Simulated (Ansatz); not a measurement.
Functionals compared on a constructed model of the (000-1) surface of wurtzite GaN, N-terminated, 2x2 Ga adatom at H3 (bottom of the slab: 3 H on 4 bottom sites), in Ansatz (plane waves, PAW). The structure was relaxed with PBE; the other rows are single points on it. Cutoff 420 eV (500 eV for r2SCAN).

Slab: 44 atoms, 13.6 Å thick at the start with caps and adatoms (thin: gaps and levels are the slab's own); k 4x4x1, smearing 0.025 eV, dipole-corrected; 8 atoms held, the rest relaxed; symmetry of the start imposed; no spin, no spin-orbit, no U. In PBE it is, or lies within 0.01 eV a 1x1 cell of, the lowest of the 3 structures of its composition computed so far; subsurface sites and larger cells were not tried. These notes are the PBE run's.

```
functional  gap of the slab on its k-mesh (eV)  highest filled level below the top vacuum level (eV)         rough cost of the single point
----------  ----------------------------------  ----------------------------------------------------  -------------------------------------
PBE                                       0.64                                                  4.68                                      –
r2SCAN                              (withheld)                                            (withheld)  about 7 core-minutes (a rough figure)
```

**Question.** Fill in the missing entries.

**Answer.** 
- r2SCAN, gap of the slab on its k-mesh (eV): 0.79
- r2SCAN, highest filled level below the top vacuum level (eV): 4.82

Ansatz is a program for electronic structure.
